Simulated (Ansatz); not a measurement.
The parent structure is Nb in the bcc (W type) structure (space group Im-3m, No. 229; a = 3.271 Å).

Levels (all Ansatz, an electronic-structure program, PAW, earlier PAW set): PBEsol (420 eV, without spin-orbit coupling); r2SCAN (500 eV, scalar-relativistic without spin-orbit coupling).

The geometry is relaxed with PBEsol.

| Item | Result |
|---|---|
| PBEsol pressure | 0.0 GPa |

Task: How does going to r2SCAN change the pressure?

Result: The pressure goes from zero to 5.3 GPa.

Single points use the geometry relaxed with PBEsol. Their cutoffs differ, which shifts pressures a little. Whether these cells are dynamically stable was not tested. All final runs are without spin polarisation.
